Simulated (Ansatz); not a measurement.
**Effect of uniaxial strain ε_zz = +2.85 % on ZrSe2**

The reference is ZrSe$_{2}$ in the CdI2 type structure (space group P-3m1, No. 164; a = 3.660 Å, c = 5.841 Å; layered, stacked along the Cartesian z axis; relaxed with 0.1 eV smearing). Axes: x lies along a and z along c of the hexagonal cell.

Now apply this change: the cell is stretched by 2.85 % along z with no lateral relaxation, atoms relaxed at fixed cell.

Level of theory: PBEsol-D3(BJ)/PAW in Ansatz (a first-principles code), no spin-orbit coupling. Settings: 18×18×10 k-points, 0.1 eV Fermi–Dirac smearing.

```csv
quantity,base,changed,shift
volume per atom,22.59 Å³,23.23 Å³,+0.64 Å³
space group,P-3m1 (No. 164),P-3m1 (No. 164),–
shortest interatomic distance,2.656 Å,2.661 Å,+0.0057 Å
energy relative to the base (free energy F),0 meV/atom,+4.0 meV/atom,+4.0 meV/atom
"pressure (mean of the normal stresses, compression positive)",0.0 GPa,-0.8 GPa,-0.8 GPa
band gap,zero,zero,–
largest internal atomic displacement,–,0.036 Å,–
"stress (xx, yy, zz, yz, xz, xy; compression positive)",–,"(-0.3, -0.3, -1.8, 0.0, 0.0, 0.0) GPa",–
```

Final structure:

```
CELL_PARAMETERS angstrom
      3.65993     0.00000     0.00000
     -1.82997     3.16959     0.00000
      0.00000     0.00000     6.00778
ATOMIC_POSITIONS crystal
  Zr 0.00000 0.00000 0.00000
  Se 0.33333 0.66667 0.26929
  Se 0.66667 0.33333 0.73071
```

Whether these cells are dynamically stable was not tested. The final runs are not spin-polarised. A zero or small gap of ZrSe2 can be the functional's error rather than a property of the material.
